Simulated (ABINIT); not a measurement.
**Habitual settings against a tight run: SnO₂ (P4_2/mnm, 6 atoms in the cell)**

Self-consistent single point.

```xyz
6
Lattice="4.6981 0.0000 0.0000 0.0000 4.6981 0.0000 0.0000 0.0000 3.1626" Properties=species:S:1:pos:R:3 pbc="T T T"
Sn     2.3491     2.3491     1.5813
Sn     0.0000     0.0000     0.0000
O      0.9116     3.7865     1.5813
O      3.7865     0.9116     1.5813
O      3.2606     3.2606     0.0000
O      1.4375     1.4375     0.0000
```

Method of the run: revPBE, PAW (JTH v2.0 PBE PAW, files made for PBE) (plane waves; ABINIT).

Base settings: pseudos = [Sn.GGA_PBE-JTH.xml, O.GGA_PBE-JTH.xml]; ecut = 24 Ha; pawecutdg = 48 Ha; pawxcdev = 0; ixc = 14; occopt = 1; ngkpt = 4 4 5; nshiftk = 1; shiftk = 0 0 0; potentials = JTH v2.0 PBE PAW; nband = 29; kptopt = 1.

Tight run (finer mesh or higher cutoff; not a proven limit): ecut: 24 Ha → 33 Ha; pawecutdg: 48 Ha → 66 Ha; ngkpt: 4 4 5 → 6 6 7; tolvrs: 1e-11 → default; toldfe: default → 3.7e-11 Ha. It gave top of the valence band (on the code's own zero) 5.57 eV; gap on the k-point mesh 1.61 eV; pressure 18.70 GPa; largest force (vector length) 0.182 eV/Å.

Quick runs, as changes from the base:
- A: the base itself
- B: occopt: 1 → 3; nband: 29 → 34; ngkpt: 4 4 5 → 4 4 4; tolvrs: 1e-11 → default; tsmear: default → 0.5 eV; toldfe: default → 3.7e-05 Ha
- C: ecut: 24 Ha → 19 Ha; pawecutdg: 48 Ha → 38 Ha; ngkpt: 4 4 5 → 2 2 2
- D: pseudos: [Sn.GGA_PBE-JTH.xml, O.GGA_PBE-JTH.xml] → [Sn.LDA_PW-JTH.xml, O.LDA_PW-JTH.xml]; ecut: 24 Ha → 12 Ha; pawecutdg: 48 Ha → 24 Ha; ixc: 14 → 7; ngkpt: 4 4 5 → 4 4 4; tolvrs: 1e-11 → default; potentials: JTH v2.0 PBE PAW → JTH v2.0 LDA PAW; toldfe: default → 3.7e-05 Ha [LDA (PW92)]

Dashes: gap of B, no gap found; time of C, D, under 30 s.

Gaps are read on each run's own mesh, which may miss the band edges.

† marks runs with another functional, U, potentials or spin treatment: their distance from the tight run is not a convergence error alone.

The count of work is k-points × plane waves × bands × iterations; it is no time. Core times come from one kind of shared machine and are given to one figure; runs under 30 s give none.

The starting cell comes from a database of computed structures (which also holds hypothetical and non-ambient phases and stackings), without a prior relaxation at this level. Its lattice was rescaled by a random factor within 2.5 % of one. The potentials were made for another functional than the one used. In the base run, with a pressure of about 19 GPa the cell is away from its equilibrium volume at this level.

| run | pressure less tight (GPa) | largest miss in a force vector (eV/Å) | gap on the mesh less tight (eV) | count of work / tight | core time / tight (rough) |
|---|---|---|---|---|---|
| A | -0.15 | 0.003 | -0.005 | 0.28 | 0.4 |
| B | 0.53 | 0.023 | – | 0.14 | 0.2 |
| C | -0.75 | 0.106 | -0.046 | 0.031 | – |
| D† | -74.37 | 0.251 | -0.389 | 0.050 | – |
